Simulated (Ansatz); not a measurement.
## K2SO4 (Pnma, No. 62)

Level of theory: LDA (Ansatz, a program for electronic structure, plane waves, PAW).

Run with plane-wave cutoff 500 eV, 8×6×4 k mesh (along the axes of the cell as run), Fermi–Dirac smearing 0.05 eV, scalar-relativistic PAW data made under PBE.

Cell (relaxed at this level):

```yaml
crystal:
  lattice:
    - [5.58822, 0.00000, 0.00000]
    - [0.00000, 7.25382, 0.00000]
    - [0.00000, 0.00000, 9.77733]
  atoms:
    - { symbol: K, position: [0.25000, 0.66876, 0.58935] }
    - { symbol: K, position: [0.75000, 0.33124, 0.41065] }
    - { symbol: K, position: [0.75000, 0.83124, 0.08935] }
    - { symbol: K, position: [0.25000, 0.16876, 0.91065] }
    - { symbol: K, position: [0.25000, 0.98795, 0.29876] }
    - { symbol: K, position: [0.75000, 0.01205, 0.70124] }
    - { symbol: K, position: [0.75000, 0.51205, 0.79876] }
    - { symbol: K, position: [0.25000, 0.48795, 0.20124] }
    - { symbol: S, position: [0.25000, 0.23230, 0.57966] }
    - { symbol: S, position: [0.75000, 0.76770, 0.42034] }
    - { symbol: S, position: [0.75000, 0.26770, 0.07966] }
    - { symbol: S, position: [0.25000, 0.73230, 0.92034] }
    - { symbol: O, position: [0.25000, 0.02903, 0.58311] }
    - { symbol: O, position: [0.75000, 0.97097, 0.41689] }
    - { symbol: O, position: [0.75000, 0.47097, 0.08311] }
    - { symbol: O, position: [0.25000, 0.52903, 0.91689] }
    - { symbol: O, position: [0.25000, 0.30042, 0.43634] }
    - { symbol: O, position: [0.75000, 0.69958, 0.56366] }
    - { symbol: O, position: [0.75000, 0.19958, 0.93634] }
    - { symbol: O, position: [0.25000, 0.80042, 0.06366] }
    - { symbol: O, position: [0.03357, 0.30375, 0.64952] }
    - { symbol: O, position: [0.46643, 0.30375, 0.64952] }
    - { symbol: O, position: [0.53357, 0.69625, 0.35048] }
    - { symbol: O, position: [0.53357, 0.19625, 0.14952] }
    - { symbol: O, position: [0.46643, 0.80375, 0.85048] }
    - { symbol: O, position: [0.03357, 0.80375, 0.85048] }
    - { symbol: O, position: [0.96643, 0.19625, 0.14952] }
    - { symbol: O, position: [0.96643, 0.69625, 0.35048] }
```

* **band gap**: 5.74 eV (on the SCF k mesh)

Note: the relaxation could not lower the start's symmetry, so the cell can be a saddle point above a distorted one; the volume lies 9 % below that of the published cell.

Computed values are for the static lattice.
